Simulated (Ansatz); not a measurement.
# Input and output of a self-consistent single point for SrAl₂Ge₂ (P-3m1, 5 atoms in the cell) (Ansatz)

Level of theory: PBEsol, default PAW files made with PBE (plane waves; Ansatz, a program for electronic structure).

Input:

Ansatz 0.2 input:
```yaml
# Sr(AlGe)2
crystal:
  lattice:
    - [4.227960, 0.000000, 0.000000]
    - [-2.113980, 3.661521, 0.000000]
    - [0.000000, 0.000000, 7.470740]
  atoms:
    - { symbol: Sr, position_ang: [0.000000, 0.000000, 0.000000] }
    - { symbol: Al, position_ang: [2.113982, 1.220506, 2.809895] }
    - { symbol: Al, position_ang: [-0.000002, 2.441015, 4.660845] }
    - { symbol: Ge, position_ang: [2.113982, 1.220506, 5.423384] }
    - { symbol: Ge, position_ang: [-0.000002, 2.441015, 2.047356] }
kpoints:
  mp_grid: { grid: [6, 6, 3] }
hamiltonian:
  xc: pbesol
  pseudopotentials: { kind: paw }
scf:
  occupations: { method: cold, width: 0.272 eV }
output:
  forces: true
  eigenvalues: true
  stress: true
```

The program printed (abridged):

```
WARN the atoms were moved onto the symmetric positions of the space group found under crystal.symmetry.tolerance 1.0e-5 (fractional …
WARN basis.ecutwfc = 420 eV, the default
WARN ansatz: RAYON_NUM_THREADS=1 ignored (pool sized by the plan → 1); use --threads N
Pseudopotentials: kind: paw
Pseudopotential: Sr, paw, valence charge 10
Pseudopotential: Al, paw, valence charge 3
Pseudopotential: Ge, paw, valence charge 14
Crystal: 5 atoms, lattice volume = 115.653 Å³
Basis set: ecut = 420 eV, 2275 PW (Γ), exchange–correlation on 60×60×100 points (8 copies of the dense FFT grid, shifted against one another)
Bands: 27, of which v1, the nominal top of the filled ones, is band 22 counted from 1 (21 counted from 0)
Symmetry: 12 space group operations
Space group: P-3m1 (ITA 164), of the structure as read, at distance tolerance 4.9e-5 Å
k-points: 17 of 108
PAW frozen core: Sr, regenerated for the run's functional, and the local potential with it
PAW frozen core: Al, regenerated for the run's functional, and the local potential with it
PAW frozen core: Ge, regenerated for the run's functional, and the local potential with it
Initial density: superposition of atomic densities (neutral atoms: chi_scale 0, normalization atom), corrected by the library's trained network
Initial wavefunctions: pseudopotential atomic-orbital guess
Eigensolver: davidson
Functional: x = pbesol(κ = 0.804, μ = 0.12345679012345678), c = pbesol(β = 0.046)
SCF iter   1: F=—  HF=-13050.336299 eV  |F-HF|=—  |Δ(HF+E_count)|=         —  Δρ=2.19e-3  dr2=5.90e-3  ethr=1.77e-3  ⟨swp⟩=6.9  Hψ=2251  notcnv=0
all-band conjugate gradients solve this SCF's bands
preconditioner: auto → Resta (q_TF=auto, 2.322 Å⁻¹)
SCF iter   2: F=—  HF=-13050.335026 eV  |F-HF|=—  |Δ(HF+E_count)|=   1.27e-3  S|Δr|=    0.00e0  Δρ=1.28e-3  dr2=3.31e-3  ethr=1.34e-5  ⟨swp⟩=2.8  Hψ=1008  notcnv=0
SCF iter   3: F=—  HF=-13050.334871 eV  |F-HF|=—  |Δ(HF+E_count)|=   1.55e-4  S|Δr|=    0.00e0  Δρ=4.14e-4  dr2=1.19e-3  ethr=7.51e-6  ⟨swp⟩=2.0  Hψ=561  notcnv=0
SCF iter   4: F=—  HF=-13050.334680 eV  |F-HF|=—  |Δ(HF+E_count)|=   1.91e-4  S|Δr|=    0.00e0  Δρ=1.81e-4  dr2=1.68e-4  ethr=2.71e-6  ⟨swp⟩=2.0  Hψ=520  notcnv=0
SCF iter   5: F=—  HF=-13050.334662 eV  |F-HF|=—  |Δ(HF+E_count)|=   1.79e-5  S|Δr|=    0.00e0  Δρ=8.57e-5  dr2=1.64e-5  ethr=3.81e-7  ⟨swp⟩=2.0  Hψ=522  notcnv=0
SCF iter   6: F=—  HF=-13050.334619 eV  |F-HF|=—  |Δ(HF+E_count)|=   4.30e-5  S|Δr|=    0.00e0  Δρ=3.06e-5  dr2=2.55e-6  ethr=3.73e-8  ⟨swp⟩=2.0  Hψ=812  notcnv=0
SCF iter   7: F=—  HF=-13050.334618 eV  |F-HF|=—  |Δ(HF+E_count)|=   8.44e-7  S|Δr|=    0.00e0  Δρ=1.24e-5  dr2=4.16e-7  ethr=5.79e-9  ⟨swp⟩=2.0  Hψ=811  notcnv=0
SCF iter   8: F=-13050.334618 eV  HF=-13050.334618 eV  |F-HF|=2.76e-9  |Δ(HF+E_count)|=   1.04e-7  S|Δr|=    0.00e0  Δρ=2.02e-6  dr2=7.79e-9  ethr=2.27e-10  ⟨swp⟩=8.1  Hψ=2032  notcnv=0
SCF 1 converged in 8 iterations: F = -13050.334618 eV  dr2 = 7.79e-9
SCF converged after 8 iterations
Stability not checked (fill_not_monotonic)
Free energy (F): -13050.334618 eV
Harris-Foulkes:  -13050.334618 eV  (|F-HF|=2.76e-9)
Internal energy: -13050.336573 eV  (E = F + TS)
E sigma→0 (E₀):  -13050.335270 eV
Entropy (-TS):   0.001955 eV (0.391 meV/atom)
Fermi energy:    7.806365 eV
--- Per-component energies (eV) ---
  E_band       = -376.433091
  E_kinetic    = 514.850345
  E_local      = -5966.475291  (includes V_loc(G=0)·N_el)
  E_nonlocal   = 1063.348940
  E_hartree    = 2518.586859
  E_xc         = -400.881815
  E_vxc        = -350.040555  (∫ρ·V_xc dr)
  E_paw        = -7511.758106  (= ΣΔE_a)
  E_vpaw       = -675.293964  (= ΣTr[D̂ρ^β])
  E_aug_tail   = 0.000598  (compensation charges beyond the density's cutoff)
  E_ewald      = -3270.016600
  E_core_change = 2.008498  (= ΣΔE_core)
  E_smearing   = 0.001955  (= −TS)
  E_closure    = -0.000000  (closes the sum)
  Σ components = -13050.334618   (vs F -13050.334618, Δ=0.00e0)
--- Forces (eV/Å), atoms counted from 1 ---
  atom   1  Sr     0.00000000     0.00000000     0.00000000
  atom   2  Al    -0.00000000     0.00000000    -0.02993227
  atom   3  Al     0.00000000    -0.00000000     0.02993227
  atom   4  Ge    -0.00000000     0.00000000     0.14257536
  atom   5  Ge    -0.00000000    -0.00000000    -0.14257536
  max |Σ_I F_I| component: 1.85e-17 eV/Å
--- Stress (GPa, compression-positive) ---
       -0.693448      -0.000000      -0.000000
        0.000000      -0.693448      -0.000000
       -0.000000      -0.000000      -1.244580
  P = ⅓ Tr σ = -0.8772 GPa (-8.772 kbar)
  The stress holds the Pulay correction. Without it, at fixed plane waves, as pw.x and ABINIT print it: P = -0.8995 GPa
--- Band table (eV; the first three rows and the last of 17) ---
  k-point 0: bands = ["-27.4504", "-16.0019", "-16.0019", "-16.0005", "-16.0005", "-15.9971", "-15.9967", "-15.9803", "-15.9803", "-15.9800", "-15.9800", "-9.6019", "-9.4397", "-9.4397", "-2.9695", "-1.0355", "2.8589", "6.5697", "6.5697", "7.5923", [...]
  k-point 1: bands = ["-27.4504", "-16.0025", "-16.0025", "-16.0000", "-16.0000", "-15.9970", "-15.9968", "-15.9802", "-15.9802", "-15.9800", "-15.9800", "-9.6037", "-9.4397", "-9.4397", "-2.8152", "-1.3847", "3.6669", "6.1268", "6.7378", "6.7378", [...]
  k-point 2: bands = ["-27.4473", "-16.0026", "-16.0016", "-16.0006", "-15.9997", "-15.9965", "-15.9960", "-15.9808", "-15.9803", "-15.9799", "-15.9794", "-9.5858", "-9.4976", "-9.4519", "-2.7005", "-0.8908", "3.1643", "4.7176", "6.2256", "6.2576", [...]
  k-point 16: bands = ["-27.4363", "-16.0016", "-16.0015", "-16.0015", "-15.9981", "-15.9940", "-15.9940", "-15.9806", "-15.9801", "-15.9801", "-15.9788", "-9.5936", "-9.5936", "-9.5291", "-0.7670", "-0.7670", "2.6233", "2.6233", "3.7617", "5.1763", [...]
```

The run converged in 8 iterations.

The starting cell comes from a database of computed structures (which also holds hypothetical and non-ambient phases and stackings), without a prior relaxation at this level. Ansatz's pressure includes its estimate of the finite-basis (Pulay) stress.
